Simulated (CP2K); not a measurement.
CP2K is run on InTe (Fm-3m, 2 atoms in the cell), and the run fails. The aim is a self-consistent single point with DFT LDA (Pade form), GPW, DZVP-MOLOPT-SR-GTH basis, GTH-PADE potentials (GTH_POTENTIALS).

Cell that was meant: a = 4.3558 Å, b = 4.3558 Å, c = 4.3558 Å, α = 60.00°, β = 60.00°, γ = 60.00°.

Part of the input:

```
    &SCF
      SCF_GUESS ATOMIC
      EPS_SCF 1E-6
      MAX_SCF 5
      ADDED_MOS 4
      &DIAGONALIZATION
        ALGORITHM STANDARD
```

Output, abridged:

```
 SCF WAVEFUNCTION OPTIMIZATION

  Step     Update method      Time    Convergence         Total energy    Change
     1 NoMix/Diag. 0.30E+00      -     0.48701115       -64.7358329195 -6.47E+01
     2 Broy./Diag. 0.30E+00      -     0.06096473       -64.8624183641 -1.27E-01
     3 Broy./Diag. 0.30E+00      -     0.06677416       -64.7128964703  1.50E-01
     4 Broy./Diag. 0.30E+00      -     0.00629914       -64.6338921806  7.90E-02
     5 Broy./Diag. 0.30E+00      -     0.00020421       -64.6275785189  6.31E-03
  Leaving inner SCF loop after reaching     5 steps.

  Overlap energy of the core charge distribution:               0.00000000000792
  Self energy of the core charge distribution:               -107.61256773641414
  Core Hamiltonian energy:                                     31.46754531275103
   [... lines left out ...]
  Fermi energy:                                                 0.21106912008451
  Total energy:                                               -64.62757851893610
   [... lines left out ...]
 * [ABORT]                                                                     *
 *  \___/     SCF run NOT converged. To continue the calculation regardless,   *
 *    |             please set the keyword IGNORE_CONVERGENCE_FAILURE.         *
 *  O/|                                                                        *
 * /| |                                                                        *
 * / \                                                            qs_scf.F:702 *
 *******************************************************************************

 ===== Routine Calling Stack =====

            4 scf_env_do_scf
            3 qs_energies
            2 qs_forces
            1 CP2K
Abort(1) on node 0 (rank 0 in comm 0): application called MPI_Abort(MPI_COMM_WORLD, 1) - process 0
```

Q: What caused this, and what should be changed?

A: The fault is an iteration limit that is too low. The loop is cut before its threshold is met, so whatever is printed at the end is not self-consistent. To fix it, raise the limit, or leave it to the default. The run ended unconverged after 5 iterations.

The sound input it was made from differs as follows (other fixes are possible):
```diff
-      MAX_SCF 5
+      MAX_SCF 100
```

With that input, the run converged in 9 iterations: free energy E − TS -1758.6966 eV; Fermi level (on the code's own zero) 5.74 eV; pressure -0.83 GPa (DFT LDA (Pade form), GPW, DZVP-MOLOPT-SR-GTH basis, GTH-PADE potentials (GTH_POTENTIALS)).

On the sound input: the starting cell comes from a database of published, mostly measured structures (it also holds non-ambient and calculated ones), without a prior relaxation at this level. Values carry the incompleteness of an atom-centred basis.
